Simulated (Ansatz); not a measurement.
An Ansatz (a program for electronic structure) run: TiO2 with a change (isotropic strain −0.15 %); r2SCAN/PAW in Ansatz, scalar-relativistic without spin-orbit coupling.

Input:

Ansatz 0.2 input:
```yaml
crystal:
  lattice:
    - [4.5898313006, 0, 0]
    - [0, 4.5898313006, 0]
    - [0, 0, 2.9492641122]
  atoms:
    - { symbol: Ti, position: [0, 0, 0] }
    - { symbol: Ti, position: [0.5, 0.5, 0.5] }
    - { symbol: O, position: [0.3046116905, 0.3046116905, 0] }
    - { symbol: O, position: [0.8046116905, 0.1953883095, 0.5] }
    - { symbol: O, position: [0.1953883095, 0.8046116905, 0.5] }
    - { symbol: O, position: [0.6953883095, 0.6953883095, 0] }
basis: { ecutwfc: 500, ecutrho_ratio: 4, xc_grid: 4, fft_grid_basis: typed }
kpoints: { mp_grid: { grid: [7, 7, 11] } }
hamiltonian:
  xc: r2scan
  dispersion: none
  pseudopotentials: { kind: paw }
scf: { occupations: { method: fermi_dirac, width: 0.05 }, convergence: { dr2_threshold: 0.0000000006 } }
relax: { f_tol: 0.005, max_steps: 50 }
output: { forces: true, stress: true }
checkpoint: { write: state.ck, write_every: 1000 }
```

Output (explanatory and most iteration lines left out):

```
Relaxation: its limit of steps is 50 (relax.max_steps)
Pseudopotential: Ti, paw, valence charge 12
Pseudopotential: O, paw, valence charge 6
Crystal: 6 atoms, lattice volume = 62.131 Å³
Basis set: ecut = 500 eV, 1559 PW (Γ), exchange–correlation on 144×144×96 points (64 copies of the dense FFT grid, shifted against one another)
Bands: 30, of which v1, the nominal top of the filled ones, is band 24 counted from 1 (23 counted from 0)
Symmetry: 16 space group operations
Space group: P42/mnm (ITA 136), of the structure as read, at distance tolerance 4.0e-5 Å
k-points: 60 of 539
Functional: x = r2scan, c = r2scan; τ floored in thin density (d = 2e-4 eV/Å³)
SCF iter   1: F=—  HF=-7292.559117 eV  |F-HF|=—  |Δ(HF+E_count)|=         —  Δρ=2.74e-2  dr2=5.42e-1  dr2_τ=3.88e-1  ethr=1.77e-3  ⟨swp⟩=5.2  Hψ=7212  notcnv=0
SCF iter   2: F=—  HF=-7292.582229 eV  |F-HF|=—  |Δ(HF+E_count)|=   2.31e-2  Δρ=1.20e-2  dr2=4.25e-2  dr2_τ=2.75e-2  ethr=1.13e-3  ⟨swp⟩=3.0  Hψ=3967  notcnv=0  defer=84
SCF 1 converged in 9 iterations: F = -7292.576977 eV  dr2 = 2.97e-11
relax step   1: F+E_penalty+E_count = -7292.57697736 eV  Δ(F+E_penalty+E_count) = +0.000e0 eV  max|allowed force component| = 1.628e-2 eV/Å  Δτ_max = 0.0000 Å  (9 SCF iters, accepted)
Crystal: 6 atoms, lattice volume = 62.131 Å³
SCF iter   1: F=—  HF=-7292.577011 eV  |F-HF|=—  |Δ(HF+E_count)|=         —  Δρ=7.12e-5  dr2=3.09e-6  dr2_τ=3.97e-5  ethr=6.08e-9  ⟨swp⟩=2.0  Hψ=5412  notcnv=0  defer=73
SCF iter   2: F=—  HF=-7292.577011 eV  |F-HF|=—  |Δ(HF+E_count)|=   2.40e-7  Δρ=4.23e-5  dr2=1.17e-6  dr2_τ=4.77e-8  ethr=6.08e-9  ⟨swp⟩=2.0  Hψ=2554  notcnv=0  defer=73
SCF 2 converged in 6 iterations: F = -7292.577011 eV  dr2 = 1.54e-10
relax step   2: F+E_penalty+E_count = -7292.57701080 eV  Δ(F+E_penalty+E_count) = -3.343e-5 eV  max|allowed force component| = 9.232e-3 eV/Å  Δτ_max = 0.0005 Å  (6 SCF iters, accepted)
Crystal: 6 atoms, lattice volume = 62.131 Å³
SCF iter   1: F=—  HF=-7292.577024 eV  |F-HF|=—  |Δ(HF+E_count)|=         —  Δρ=9.28e-5  dr2=5.24e-6  dr2_τ=6.80e-5  ethr=1.10e-7  ⟨swp⟩=2.0  Hψ=3682  notcnv=0  defer=73
SCF iter   2: F=—  HF=-7292.577025 eV  |F-HF|=—  |Δ(HF+E_count)|=   1.17e-6  Δρ=5.56e-5  dr2=2.03e-6  dr2_τ=7.92e-8  ethr=1.09e-8  ⟨swp⟩=2.1  Hψ=3100  notcnv=0  defer=73
SCF 3 converged in 6 iterations: F = -7292.577027 eV  dr2 = 2.42e-10
relax step   3: F+E_penalty+E_count = -7292.57702664 eV  Δ(F+E_penalty+E_count) = -1.584e-5 eV  max|allowed force component| = 1.328e-5 eV/Å  Δτ_max = 0.0006 Å  (6 SCF iters, accepted)
Crystal: 6 atoms, lattice volume = 62.131 Å³
SCF iter   1: F=—  HF=-7292.577027 eV  |F-HF|=—  |Δ(HF+E_count)|=         —  Δρ=6.56e-7  dr2=2.42e-10  dr2_τ=1.35e-11  ethr=1.00e-12  ⟨swp⟩=1.9  Hψ=9133  notcnv=0  defer=14
SCF iter   2: F=-7292.577027 eV  HF=-7292.577027 eV  |F-HF|=2.36e-11  |Δ(HF+E_count)|=  4.00e-11  Δρ=4.31e-7  dr2=1.20e-10  dr2_τ=5.70e-12  ethr=1.00e-12  ⟨swp⟩=3.0  Hψ=4440  notcnv=0
SCF 4 converged in 2 iterations: F = -7292.577027 eV  dr2 = 1.20e-10
SCF converged after 2 iterations
Free energy (F): -7292.577027 eV
Internal energy: -7292.577027 eV  (E = F + TS)
E sigma→0 (E₀):  -7292.577027 eV
Fermi energy:    9.966299 eV
--- Forces (eV/Å), atoms counted from 1 ---
  atom   1  Ti     0.00000000    -0.00000000     0.00000000
  atom   2  Ti     0.00000000     0.00000000     0.00000000
  atom   3  O     -0.00001073    -0.00001073     0.00000000
  atom   4  O     -0.00001073     0.00001073     0.00000000
  atom   5  O      0.00001073    -0.00001073     0.00000000
  atom   6  O      0.00001073     0.00001073     0.00000000
--- Stress (GPa, compression-positive) ---
        0.993655       0.000000       0.000000
        0.000000       0.993655       0.000000
        0.000000       0.000000       1.280112
  P = ⅓ Tr σ = 1.0891 GPa (10.891 kbar)
--- Relaxed structure (3 steps of the walk, 3 accepted, 0 SCFs on fresh bases) ---
  atoms:
    - { symbol: Ti, position: [-3.936971758794173e-21, 1.968485879397093e-21, 0.0] }
    - { symbol: Ti, position: [0.5, 0.5, 0.49999999999999994] }
    - { symbol: O, position: [0.3044468388892416, 0.3044468388892416, 0.0] }
    - { symbol: O, position: [0.8044468388892417, 0.19555316111075835, 0.49999999999999994] }
    - { symbol: O, position: [0.19555316111075835, 0.8044468388892417, 0.49999999999999994] }
    - { symbol: O, position: [0.6955531611107584, 0.6955531611107584, 0.0] }
```

Stability against distortions was not tested. All final runs are without spin polarisation. The cell was made from TiO$_{2}$ in the rutile structure (space group P4_2/mnm, No. 136) by this change: isotropic strain −0.15 %.
